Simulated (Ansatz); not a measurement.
The starting structures come from a database of crystals and need not be the phases stable at ambient conditions.

By PBEsol, the system below comes out a metal.

A figure of merit of an interconnect metal is its ballistic conductance per area.

Input:

```yaml
crystal:
  lattice:
    - [6.05326, 0.00000, 0.00000]
    - [0.00000, 11.15948, 0.00000]
    - [3.02663, 5.57974, 3.02663]
  atoms:
    - { symbol: Si, position: [0.00000, 0.25000, 0.00000] }
    - { symbol: Si, position: [0.00000, 0.75000, 0.00000] }
    - { symbol: B, position: [0.74190, 0.12095, 0.75810] }
    - { symbol: B, position: [0.25810, 0.87905, 0.24190] }
    - { symbol: B, position: [0.50000, 0.37905, 0.24190] }
    - { symbol: B, position: [0.50000, 0.62095, 0.75810] }
    - { symbol: Mo, position: [0.00000, 0.00000, 0.00000] }
    - { symbol: Mo, position: [0.00000, 0.50000, 0.00000] }
    - { symbol: Mo, position: [0.50000, 0.02429, 0.67190] }
    - { symbol: Mo, position: [0.50000, 0.97571, 0.32810] }
    - { symbol: Mo, position: [0.82810, 0.52429, 0.67190] }
    - { symbol: Mo, position: [0.17190, 0.47571, 0.32810] }
    - { symbol: Mo, position: [0.50000, 0.69619, 0.32810] }
    - { symbol: Mo, position: [0.50000, 0.30381, 0.67190] }
    - { symbol: Mo, position: [0.17190, 0.19619, 0.32810] }
    - { symbol: Mo, position: [0.82810, 0.80381, 0.67190] }
```

Space group of this cell: I4/mcm. The cell is taken as given; by PBEsol its mean pressure is -8.6 GPa.

The current flows along the normal of the first two printed cell vectors, the (100) plane of the conventional cell. No spin-orbit coupling; the value is a mean over 0.1 eV about the Fermi level.

**Question.** Give the ballistic conductance per area that PBEsol (Ansatz, a program for electronic structure) yields.

**Answer.** 0.72 × 10¹⁵ S/m² for both spins.
